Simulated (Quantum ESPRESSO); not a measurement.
A self-consistent single point of LaSbTe (P4/nmm, 6 atoms in the cell) with Quantum ESPRESSO.

Computed with LDA (PZ), GBRV 1.5 ultrasoft (LDA) pseudopotentials (plane waves; Quantum ESPRESSO).

```yaml
crystal:
  lattice:
    - [4.45397, 0.00000, 0.00000]
    - [0.00000, 4.45397, 0.00000]
    - [0.00000, 0.00000, 9.83738]
  atoms:
    - { symbol: La, position: [0.00000, 0.50000, 0.72232] }
    - { symbol: La, position: [0.50000, 0.00000, 0.27768] }
    - { symbol: Sb, position: [0.00000, 0.00000, 0.00000] }
    - { symbol: Sb, position: [0.50000, 0.50000, 0.00000] }
    - { symbol: Te, position: [0.00000, 0.50000, 0.37253] }
    - { symbol: Te, position: [0.50000, 0.00000, 0.62747] }
```

Reference input (self-consistent single point, DFT, PBEsol, plane waves, GBRV 1.5 ultrasoft (PBESOL) pseudopotentials): ecutwfc = 40 Ry; ecutrho = 200 Ry; occupations = smearing; smearing = fd; degauss = 0.0073499 Ry; potentials = {La: la_pbesol_v1.uspp.F.UPF, Sb: sb_pbesol_v1.4.uspp.F.UPF, Te: te_pbesol_v1.uspp.F.UPF}; K_POINTS = automatic 5 5 3 0 0 0; conv_thr = 1e-10 Ry. This run's input differs from it in these lines:

```diff
@@ -22,5 +22,5 @@
 ATOMIC_SPECIES
-La   138.9055  la_pbesol_v1.uspp.F.UPF
-Sb   121.7600  sb_pbesol_v1.4.uspp.F.UPF
-Te   127.6000  te_pbesol_v1.uspp.F.UPF
+La   138.9055  la_lda_v1.uspp.F.UPF
+Sb   121.7600  sb_lda_v1.4.uspp.F.UPF
+Te   127.6000  te_lda_v1.uspp.F.UPF
 ATOMIC_POSITIONS {crystal}
```

Output (repeated stretches shortened):

```
     Self-consistent Calculation

     iteration #  1     ecut=    40.00 Ry     beta= 0.70

     negative rho (up, down):  1.452E-01 0.000E+00

     total energy              =    -620.78120947 Ry
     estimated scf accuracy    <       8.72844424 Ry

     iteration #  2     ecut=    40.00 Ry     beta= 0.70

     negative rho (up, down):  1.233E-01 0.000E+00

     total energy              =    -617.65473827 Ry
     estimated scf accuracy    <     111.62936289 Ry

     iteration #  3     ecut=    40.00 Ry     beta= 0.70

     negative rho (up, down):  1.281E-01 0.000E+00

     total energy              =    -627.04874350 Ry
     estimated scf accuracy    <       0.60525583 Ry

   [... 8 blocks of this kind left out ...]

     iteration # 12     ecut=    40.00 Ry     beta= 0.70

     negative rho (up, down):  1.257E-01 0.000E+00

     total energy              =    -627.19404471 Ry
     estimated scf accuracy    <          9.3E-10 Ry

     iteration # 13     ecut=    40.00 Ry     beta= 0.70

     negative rho (up, down):  1.257E-01 0.000E+00
     End of self-consistent calculation

     the Fermi energy is     8.7972 ev

!    total energy              =    -627.19404472 Ry
     estimated scf accuracy    <          3.0E-11 Ry
     smearing contrib. (-TS)   =      -0.00553926 Ry
     internal energy E=F+TS    =    -627.18850546 Ry

     convergence has been achieved in  13 iterations

     negative rho (up, down):  1.257E-01 0.000E+00

     Forces acting on atoms (cartesian axes, Ry/au):

     atom    1 type  1   force =     0.00000000    0.00000000    0.00179910
     atom    2 type  1   force =     0.00000000    0.00000000   -0.00179910
     atom    3 type  2   force =     0.00000000    0.00000000    0.00000000
     atom    4 type  2   force =     0.00000000    0.00000000   -0.00000000
     atom    5 type  3   force =     0.00000000    0.00000000   -0.00032444
   [... lines left out ...]
     Total force =     0.002585     Total SCF correction =     0.000021
   [... lines left out ...]

     negative rho (up, down):  1.257E-01 0.000E+00
          total   stress  (Ry/bohr**3)                   (kbar)     P=      -51.41
  -0.00033987   0.00000000   0.00000000          -50.00        0.00        0.00
   0.00000000  -0.00033987   0.00000000            0.00      -50.00        0.00
   0.00000000   0.00000000  -0.00036861            0.00        0.00      -54.22

   JOB DONE.
```

The run converged in 13 iterations. Against the reference run the pressure goes from -3.88 to -5.14 GPa and the largest force goes from 0.057 to 0.046 eV/Å. The full log also holds: “c_bands:  3 eigenvalues not converged”.

The starting cell comes from a database of computed structures (which also holds hypothetical and non-ambient phases and stackings), without a prior relaxation at this level. Its lattice was rescaled by a random factor within 2.5 % of one. Spin-orbit coupling is off. With a pressure of about -5 GPa the cell is away from its equilibrium volume at this level.

Cost on one core of a shared machine: roughly 3 min.
